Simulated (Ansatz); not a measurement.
Sm (R-3m, No. 166) was calculated with PBEsol (Ansatz, a quantum-chemistry and plane-wave program, PAW).

Numerical settings: plane-wave cutoff 520 eV, 18×18×18 k mesh, Fermi–Dirac smearing 0.05 eV, spin-polarised with parallel moments, scalar-relativistic PAW data made under PBE.

Computed at the level's own relaxed cell.

Question: Give the computed volume per atom, pressure derivative B′ of the bulk modulus, lattice parameter a, bulk modulus and lattice parameter c.

Answer: 
- volume per atom: 34.94 Å³/atom
- pressure derivative B′ of the bulk modulus: 2.0
- lattice parameter a: 3.681 Å
- bulk modulus: 17.6 GPa
- lattice parameter c: 26.806 Å

The run finds no gap.

Note: the magnetic order was assumed, not searched for or taken from measurement; the 4f shell is treated without U or exact exchange, so its levels and filling can be wrong; the volume lies 5 % above that of the published cell; the bulk modulus comes from volumes at which shape and atoms were relaxed.

Spin–orbit coupling is not included.

Static lattice: no zero-point or thermal effects.
